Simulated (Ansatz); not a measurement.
# The (100) surface of germanium, 1x1 symmetric dihydride (bottom of the slab: dihydride, held)

Method: HSE06, at the PBE geometry (plane waves to 420 eV, PAW; Ansatz, a quantum-chemistry and plane-wave program).

Model: 12-atom slab, 12.1 Å thick at the start with caps and adatoms (thin: gaps and levels are the slab's own), 4x4x1 mesh, Fermi-Dirac 0.025 eV, dipole correction, single point; on the structure that PBE left under its start's symmetry; no spin, no spin-orbit, no U. In PBE it lies 0.03 eV a 1x1 cell over the lowest computed structure of the same composition (1x1 canted dihydride).

```
Property                                                         Result
-----------------------------------------------  ----------------------
gap of the slab on its k-mesh                                   1.48 eV
highest filled level below the top vacuum level                 4.92 eV
cost                                             roughly 9 core-minutes
```
